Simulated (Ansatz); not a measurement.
Symmetric slabs, relaxed from ideal cuts in 1x1 cells, of elemental solids: work function (eV) by functional, in Ansatz (plane waves, PAW). All structures are PBE's; the other columns are single points with references at the same level. No spin-orbit coupling, Hubbard U or dispersion. The rows are a random draw from the class, without slabs that broke up, higher cuts of a face and adsorbates that left their site.

```csv
system,PBE (eV),r2SCAN (eV)
"fcc Pt (111), ideal cut with outer spacing 2.29 Å",5.69,5.76
"hcp Hf (10-10), ideal cut with outer spacing 0.93 Å",3.89,3.90
"beta tin (100), ideal cut with outer spacing 2.97 Å",4.11,?
"beta tin (101), ideal cut with outer spacing 0.71 Å",3.99,4.07
"fcc Sr (110), ideal cut with outer spacing 2.13 Å",2.60,2.63
"hcp Os (10-11), ideal cut with outer spacing 0.35 Å",5.24,5.29
"fcc Pt (110), ideal cut with outer spacing 1.40 Å",5.27,5.28
"hcp Ru (31-41), ideal cut with outer spacing 0.11 Å",4.52,4.50
```

**Question.** Fit a straight line y = a·x + b by least squares to the 7 complete rows (x: PBE (eV); y: r2SCAN (eV)).

**Answer.** the means are x̄ = 4.4571 and ȳ = 4.4900; Σ(x − x̄)² = 6.7863 and Σ(x − x̄)(y − ȳ) = 6.8199, so a = 1.005 and b = ȳ − a·x̄ = 0.011. The largest residual is 0.053.

**Question.** What does the line predict for the withheld row, beta tin (100), ideal cut with outer spacing 2.97 Å, and what did the calculation give?

**Answer.** the line gives 4.14; the calculation gave 4.21, a miss of 0.07, larger than any residual of the fitted rows.

Ansatz is a quantum-chemistry and plane-wave program.
